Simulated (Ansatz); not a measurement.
**Worked example: self-consistent single point of MgO (Fm-3m, 2 atoms in the cell) in Ansatz (a program for electronic structure)**

Method: PBE (plane waves, PAW; Ansatz).

This input was run:

Ansatz 0.2 input:
```yaml
# MgO
crystal:
  lattice:
    - [0.000000, 2.105000, 2.105000]
    - [2.105000, 0.000000, 2.105000]
    - [2.105000, 2.105000, 0.000000]
  atoms:
    - { symbol: Mg, position: [0.000000, 0.000000, 0.000000] }
    - { symbol: O, position: [0.500000, 0.500000, 0.500000] }
kpoints:
  mp_grid: { grid: [7, 7, 7] }
hamiltonian:
  xc: pbe
  pseudopotentials: { kind: paw }
scf:
  occupations: { method: fermi_dirac, width: 0.01 }
output:
  forces: true
  eigenvalues: true
  stress: true
```

Log, with long lists cut:

```
WARN basis.ecutwfc = 420 eV, the default
Pseudopotentials: kind: paw
Pseudopotential: Mg, paw, valence charge 10
Pseudopotential: O, paw, valence charge 6
Crystal: 2 atoms, lattice volume = 18.655 Å³
Basis set: ecut = 420 eV, 339 PW (Γ), exchange–correlation on 40×40×40 points (8 copies of the dense FFT grid, shifted against one another)
Bands: 12, of which v1, the nominal top of the filled ones, is band 8 counted from 1 (7 counted from 0)
Symmetry: 48 space group operations
Space group: Fm-3m (ITA 225), of the structure as read, at distance tolerance 2.7e-5 Å
k-points: 20 of 343
Initial density: superposition of atomic densities (neutral atoms: chi_scale 0, normalization atom), corrected by the library's trained network
Initial wavefunctions: pseudopotential atomic-orbital guess
Eigensolver: davidson
Functional: x = pbe(κ = 0.804, μ = 0.2195149727645171), c = pbe(β = 0.06672455060314922)
SCF iter   1: F=—  HF=-2494.129249 eV  |F-HF|=—  |Δ(HF+E_count)|=         —  Δρ=5.81e-4  dr2=8.30e-6  ethr=1.77e-3  ⟨swp⟩=6.0  Hψ=1424  notcnv=0
all-band conjugate gradients solve this SCF's bands
preconditioner: auto → none
SCF iter   2: F=—  HF=-2494.129983 eV  |F-HF|=—  |Δ(HF+E_count)|=   7.35e-4  Δρ=4.00e-4  dr2=1.22e-5  ethr=5.19e-8  ⟨swp⟩=3.8  Hψ=736  notcnv=0
SCF iter   3: F=—  HF=-2494.130001 eV  |F-HF|=—  |Δ(HF+E_count)|=   1.82e-5  Δρ=2.34e-4  dr2=3.53e-6  ethr=5.19e-8  ⟨swp⟩=2.0  Hψ=383  notcnv=0
SCF iter   4: F=—  HF=-2494.130020 eV  |F-HF|=—  |Δ(HF+E_count)|=   1.84e-5  Δρ=3.66e-5  dr2=1.01e-7  ethr=2.21e-8  ⟨swp⟩=2.0  Hψ=380  notcnv=0
iter 5 did not close the SCF: its close was put off for the readings that it lacked (scf_convergence_deferred on its scf_iter line)
SCF iter   5: F=-2494.130020 eV  HF=-2494.130020 eV  |F-HF|=1.28e-8  |Δ(HF+E_count)|=   2.11e-9  Δρ=1.06e-5  dr2=9.80e-9  ethr=6.32e-10  ⟨swp⟩=2.0  Hψ=385  notcnv=0
SCF iter   6: F=-2494.130020 eV  HF=-2494.130020 eV  |F-HF|=1.79e-9  |Δ(HF+E_count)|=   5.46e-9  Δρ=3.84e-6  dr2=1.40e-9  ethr=6.12e-11  ⟨swp⟩=1.6  Hψ=768  notcnv=0
SCF 1 converged in 6 iterations: F = -2494.130020 eV  dr2 = 1.40e-9
SCF converged after 6 iterations
Free energy (F): -2494.130020 eV
Harris-Foulkes:  -2494.130020 eV  (|F-HF|=1.79e-9)
Internal energy: -2494.130020 eV  (E = F + TS)
E sigma→0 (E₀):  -2494.130020 eV
Fermi energy:    10.537487 eV
--- Per-component energies (eV) ---
  E_band       = -292.228386
  E_kinetic    = 255.895258
  E_local      = -1601.496699  (includes V_loc(G=0)·N_el)
  E_nonlocal   = 142.817135
  E_hartree    = 554.040167
  E_xc         = -105.305962
  E_vxc        = -134.953201  (∫ρ·V_xc dr)
  E_paw        = -450.084235  (= ΣΔE_a)
  E_vpaw       = -62.572642  (= ΣTr[D̂ρ^β])
  E_aug_tail   = 0.002521  (compensation charges beyond the density's cutoff)
  E_ewald      = -1289.998206
  E_smearing   = -0.000000  (= −TS)
  E_closure    = 0.000000  (closes the sum)
  Σ components = -2494.130020   (vs F -2494.130020, Δ=0.00e0)
--- Forces (eV/Å), atoms counted from 1 ---
  atom   1  Mg    -0.00000000     0.00000000    -0.00000000
  atom   2  O      0.00000000    -0.00000000     0.00000000
  max |Σ_I F_I| component: 1.10e-29 eV/Å
--- Stress (GPa, compression-positive) ---
        4.921730      -0.000000       0.000000
        0.000000       4.921730       0.000000
        0.000000      -0.000000       4.921730
  P = ⅓ Tr σ = 4.9217 GPa (49.217 kbar)
  The stress holds the Pulay correction. Without it, at fixed plane waves, as pw.x and ABINIT print it: P = 4.3201 GPa
--- Band table (eV; the first three rows and the last of 20) ---
  k-point 0: bands = ["-64.1382", "-30.8590", "-30.8590", "-30.8590", "-9.1063", "8.1533", "8.1533", "8.1533", "12.9106", "23.9832", "23.9832", "23.9832"]
  k-point 1: bands = ["-64.1366", "-30.8755", "-30.8606", "-30.8606", "-8.8879", "6.9694", "8.0214", "8.0214", "14.0385", "22.0050", "24.4325", "24.4325"]
  k-point 2: bands = ["-64.1329", "-30.9124", "-30.8643", "-30.8643", "-8.3515", "5.0382", "7.7418", "7.7418", "15.5734", "20.5667", "24.8486", "24.8486"]
  k-point 19: bands = ["-64.1268", "-30.9132", "-30.9104", "-30.8845", "-7.5241", "5.0279", "5.2268", "6.7004", "19.1146", "20.2205", "20.3871", "24.3734"]
```

The run converged in 6 iterations.

The starting cell has typed, rounded lattice constants, without a prior relaxation at this level. With a pressure of about 5 GPa the cell is away from its equilibrium volume at this level. Ansatz's pressure includes its estimate of the finite-basis (Pulay) stress. Without the estimate this run gives 4.32 GPa.
